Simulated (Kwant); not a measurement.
Model system: six-terminal Hall bar in a GaN two-dimensional gas. Effective mass 0.22 mₑ, grid spacing 3.8 nm, hard walls, nominal width 100 nm (27 grid rows, so walls 106.4 nm apart), one parabolic valley, scattering region 260 nm long along x; energies count from the band bottom; Fermi energy 0.0041 eV. Four side probes 50 nm wide, two on each edge; current runs along x; the sign of the Hall resistance is a convention. Perpendicular field swept from 0.64929 to 13.246 T, also in the leads; orbital effect alone.

The device is made up for the run: typed textbook-type constants, with dimensions and the other settings drawn at random.

Model: effective-mass tight-binding model on a square grid, one spin, coherent transport at 0 K (Kwant). Resistances are in h/e².

Task: How many Landau levels lie under the Fermi energy, and what Hall resistance follows, at 4.10 meV and 1.29 T; 4.10 meV and 4.49 T; 4.10 meV and 6.63 T; 4.10 meV and 7.69 T?

Result: ħωc = ħeB/m = 0.526 meV a tesla; levels lie at (n + ½)ħωc. E/ħωc = 6.04 gives 6 levels and h/(6e²) = 0.167; simulated 0.106, off the plateau. E/ħωc = 1.73 gives 2 levels and h/(2e²) = 0.500; simulated 0.500. E/ħωc = 1.18 gives 1 level and h/(1e²) = 1.000; simulated 1.000. E/ħωc = 1.01 gives 1 level and h/(1e²) = 1.000; simulated 1.000. The count is that of a wide sample; where the walls of bar or probes squeeze the orbits, it misses.
